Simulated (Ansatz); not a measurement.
Take Ru in the hcp (Mg type) structure (space group P6_3/mmc, No. 194; a = 2.7219 Å, c = 4.2940 Å; relaxed with 0.1 eV smearing) as the base.

Method: DFT with PBE, PAW potentials and a 420 eV plane-wave cutoff in Ansatz (an electronic-structure program), no spin-orbit coupling.

Strains are applied to the cell and any free atomic positions relax.

One change was made to it. Results:

The pressure (mean of the normal stresses, compression positive) goes from zero to -22.2 GPa; the energy increases by 97 meV/atom; the band gap remains zero.

Name the change that was made.
(A) isotropic strain +0.50 %
(B) isotropic strain +2.50 %
(C) isotropic strain −3.00 %
(D) isotropic strain −2.00 %
(E) isotropic strain +3.00 %

E, isotropic strain +3.00 %. For comparison, the energy relative to the base in the other runs: isotropic strain +0.50 % gives +3.0 meV/atom; isotropic strain −3.00 % gives +122 meV/atom; isotropic strain −2.00 % gives +52 meV/atom; isotropic strain +2.50 % gives +68 meV/atom.

Whether these cells are dynamically stable was not tested. The final runs are not spin-polarised.
